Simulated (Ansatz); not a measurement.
# La₃Si₂ (P4/mbm, No. 127; cell taken from a computed entry)

Level of theory: LDA (PAW; Ansatz, an electronic-structure program).

Run with plane-wave cutoff 500 eV, 6×6×10 k mesh (along the axes of the cell as run), Fermi–Dirac smearing 0.05 eV, scalar-relativistic PAW data made under PBE.

Cell: relaxed at this level.

For La₃Si₂ (P4/mbm, No. 127; cell taken from a computed entry), the equilibrium volume per atom is 26.10 Å³/atom and the equilibrium lattice constant a comes out as 7.770 Å. The c axis length comes out as 4.323 Å and the band gap is none.

Note: the relaxation could not lower the start's symmetry, so the cell can be a saddle point above a distorted one.

Spin–orbit coupling is not included.
